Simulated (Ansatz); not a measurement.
RbPbF3 (Pm-3m, No. 221, 5 atoms in the cell; start mp-21043) was calculated with PBEsol (PAW; Ansatz, an electronic-structure program).

Run with plane-wave cutoff 500 eV, 8×8×8 k mesh, Fermi–Dirac smearing 0.05 eV, scalar-relativistic PAW data made under PBE.

Cell (relaxed at this level):

```
PbRbF3
1.0
    4.78705     0.00000     0.00000
    0.00000     4.78705     0.00000
    0.00000     0.00000     4.78705
Rb Pb F
1 1 3
Direct
  0.00000   0.00000   0.00000
  0.50000   0.50000   0.50000
  0.00000   0.50000   0.50000
  0.50000   0.00000   0.50000
  0.50000   0.50000   0.00000
```

Predict the band gap.


* **band gap**: 2.79 eV (on the SCF k mesh)

Note: the relaxation could not lower the start's symmetry, so the cell can be a saddle point above a distorted one.

Spin–orbit coupling is not included; with these elements it can move the gap by several tenths of an eV or more.

Computed values are for the static lattice.

It cost roughly 40 core-seconds of CPU time.

A start named mp-… is a Materials Project structure, which need not be a measured phase.
